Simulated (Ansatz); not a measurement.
SnO (P4/nmm, No. 129, 4 atoms in the cell; start mp-545552) was calculated with HSE06 in Ansatz (plane waves, PAW).

Settings: plane-wave cutoff 500 eV, 8×6×8 k mesh (along the axes of the cell as run), Fermi–Dirac smearing 0.05 eV, scalar-relativistic PAW data made under PBE.

Cell (relaxed at this level):

```yaml
crystal:
  lattice:
    - [3.79990, 0.00000, 0.00000]
    - [0.00000, 5.01466, 0.00000]
    - [0.00000, 0.00000, 3.79915]
  atoms:
    - { symbol: Sn, position: [0.00000, 0.22849, 0.37500] }
    - { symbol: Sn, position: [0.50000, 0.77151, 0.87500] }
    - { symbol: O, position: [0.00000, 0.99996, 0.87500] }
    - { symbol: O, position: [0.50000, 0.00004, 0.37500] }
```

**Question.** Predict the band gap.

**Answer.** 
- band gap = 0.73 eV (on the SCF k mesh)

Note: exact exchange on metals is sensitive to the k mesh and can open a false gap; the relaxation could not lower the start's symmetry, so the cell can be a saddle point above a distorted one; the cell has widely spaced layers and the level no dispersion term, so their spacing and the moduli can rest on weak binding.

Spin–orbit coupling is not included.

The result took very roughly 26 core-minutes.

A start named mp-… is a Materials Project structure, which need not be a measured phase.

Ansatz is an electronic-structure program.
